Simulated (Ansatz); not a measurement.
BiFeO3 (R3m, No. 160, 10 atoms in the cell; start mp-22949; a measured phase of this formula has another space group)

The numbers are results of LDA in Ansatz (plane waves, PAW), not measurements.

Settings: plane-wave cutoff 500 eV, 8×8×8 k mesh, gaussian smearing 0.02 eV, spin-polarised start, scalar-relativistic PAW data made under PBE.

Cell (relaxed at this level):

BiFeO$_{3}$ is modelled in the trigonal space group R3m, hexagonal axes (No. 160), Pearson symbol hR5. Lattice parameters: a = 5.5009 Å, b = 5.5009 Å, c = 6.8494 Å, α = 90.00°, β = 90.00°, γ = 120.00°. Fe on 3a sees 3 O at 1.879 Å and 3 O at 2.075 Å. Bi on 3a sees 3 O at 2.191 Å (trigonal pyramidal). O on 9b sees 1 Fe at 1.879 Å and 1 Fe at 2.075 Å and 1 Bi at 2.191 Å. (Neighbours: up to the widest gap in distance over summed covalent radii, below 1.35, at either atom; cation-cation and far metal-metal contacts left out.)
(The calculation used a cell of 10 atoms; values per cell refer to that cell.)

| Quantity | Value |
|---|---|
| band gap | 0.21 eV (on the SCF k mesh) |

Note: the magnetic order was assumed, not searched for or taken from measurement; a magnet's gap depends somewhat on the PAW data; the relaxation could not lower the start's symmetry, so the cell can be a saddle point above a distorted one.

Spin–orbit coupling is not included; with these elements it can move the gap by several tenths of an eV or more.

The computed numbers hold no vibrational or temperature effects.

A start named mp-… is a Materials Project structure, which need not be a measured phase.

Ansatz is a program for electronic structure.
